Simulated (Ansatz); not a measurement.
The cell is made up: elements placed on another compound's structure type, so the phase may be hypothetical.

```xyz
8
Lattice="3.1076 0.0000 0.0000 0.0000 5.2855 0.0000 0.0000 0.0000 5.2855" Properties=species:S:1:pos:R:3 pbc="T T T"
Al     0.0000     3.5791     1.7064
Al     0.0000     1.7064     3.5791
Al     1.5538     4.3492     4.3492
Al     1.5538     0.9363     0.9363
N      0.0000     1.6649     1.6649
N      0.0000     3.6205     3.6205
N      1.5538     4.3077     0.9778
N      1.5538     0.9778     4.3077
```

Space group of this cell: P4_2/mnm. The cell was relaxed by PBE-D3(BJ); by r2SCAN its mean pressure is -0.6 GPa.

Transport runs along the normal of the first two printed cell vectors.

The gap is the functional's own. No spin-orbit coupling. Mid-gap values are interpolated on the energy grid.

Problem. Give the band gap and the smallest decay constant κ at mid-gap that r2SCAN in Ansatz (a quantum-chemistry and plane-wave program) yields.

Solution. Gap 4.46 eV on a 10×6×6 mesh; κ = 0.291 1/Å, at the zone centre.
